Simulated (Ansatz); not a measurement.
Base system: Ti3Al (space group P6_3/mmc, No. 194; a = 5.747 Å, c = 4.632 Å).

All numbers come from DFT with r2SCAN, PAW potentials and a 500 eV plane-wave cutoff in Ansatz (an electronic-structure program), scalar-relativistic without spin-orbit coupling.

One change was made to it. Results:

```tsv
quantity	base	after
lattice parameter a	5.747 Å	5.682 Å
band gap	zero	zero
```

Question: Which of these changes matches the shifts?
(A) pressure 9 GPa
(B) pressure 45 GPa
(C) pressure 4.2 GPa

Answer: C, pressure 4.2 GPa. For comparison, the lattice parameter a in the other runs: pressure 45 GPa gives 5.280 Å; pressure 9 GPa gives 5.617 Å.

Load acts through the strain it causes; cell and atoms are relaxed under it. Whether these cells are dynamically stable was not tested. Competing high-pressure phases were not computed. All final runs are without spin polarisation.
